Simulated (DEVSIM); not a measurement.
System: Schottky contact on n-type Si, at 300 K.

Layer 1 from the left is Si, thickness (μm) 0.600, Nd (cm⁻³) 1.3e17, τn (s) 3.8e-6, τp (s) 3.8e-6.

Left contact: Schottky, work function 4.66 eV, emission velocity 2.4e6 cm/s. Right contact: ohmic. Voltage is applied to the left contact. Recombination: SRH at mid-gap, radiative. Mobility is constant in doping.

The device is made up for the run: typed textbook-type constants, with dimensions and the other settings drawn at random. Values at 300 K.

Si: gap (eV) 1.124, affinity (eV) 4.05, permittivity 11.7, Nc (cm⁻³) 2.86e19, Nv (cm⁻³) 3.1e19, μn (cm²/Vs) 1417, μp (cm²/Vs) 470, B (cm³/s) 4.7e-15.

Question: Estimate by hand the built-in potential, the peak field at zero bias, and compare with a numerical solution.

Answer: 
- Built-in potential: barrier φB = 0.610 eV; Vbi = φB − kT/q ln(N_band/N) = 0.471 V; numerical 0.471 V.
- Peak field at zero bias: depletion approximation: W = √(2εVbi/(qN)) = 0.0684 μm with N = 1.30e17 cm⁻³; field = 2Vbi/W = 138000 V/cm; numerical 133000 V/cm (estimate above by 3.6 %).

Model (solved in DEVSIM): 1D drift-diffusion, Boltzmann statistics, complete ionisation; no tunnelling, impact ionisation, image-force lowering or self-heating. Metal contacts follow the ideal Schottky-Mott rule: no Fermi-level pinning, no interface dipoles.
